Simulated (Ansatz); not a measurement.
# PbF2 in the fluorite structure (space group Fm-3m, No. 225)

```cif
data_F8Pb4
_chemical_formula_sum 'Pb4 F8'
_space_group_name_H-M_alt 'Fm-3m'
_space_group_IT_number 225
_space_group_name_Hall '-F 4 2 3'
_cell_length_a 5.92121
_cell_length_b 5.92121
_cell_length_c 5.92121
_cell_angle_alpha 90.000
_cell_angle_beta 90.000
_cell_angle_gamma 90.000
loop_
_atom_site_label
_atom_site_type_symbol
_atom_site_symmetry_multiplicity
_atom_site_Wyckoff_symbol
_atom_site_fract_x
_atom_site_fract_y
_atom_site_fract_z
_atom_site_occupancy
Pb1 Pb 4 a 0.00000 0.00000 0.00000 1
F1 F 8 c 0.25000 0.25000 0.25000 1
```
(The calculation used a cell of 3 atoms; values per cell refer to that cell.)

Calculations: r2SCAN, PAW, 500 eV (Ansatz, an electronic-structure program; no SOC). Settings: 10×10×10 k-points, 0.05 eV Fermi–Dirac smearing.

| Item | Result |
|---|---|
| Volume per atom | 17.30 Å³ |
| Density | 7.84 g/cm³ |
| Band gap | 4.93 eV, indirect, W → X |
| Lowest conduction-band minima above the VBM | X along ⟨100⟩ 4.93 eV; L along ⟨111⟩ 5.37 eV; a point along ⟨110⟩, about 0.6 Å⁻¹ from Γ 5.77 eV |
| Total energy | -4514.079 eV/atom (σ→0; compares only within this code and set-up) |

With Pb present, leaving out spin-orbit coupling can change the band edges. No phonon test of stability was made.
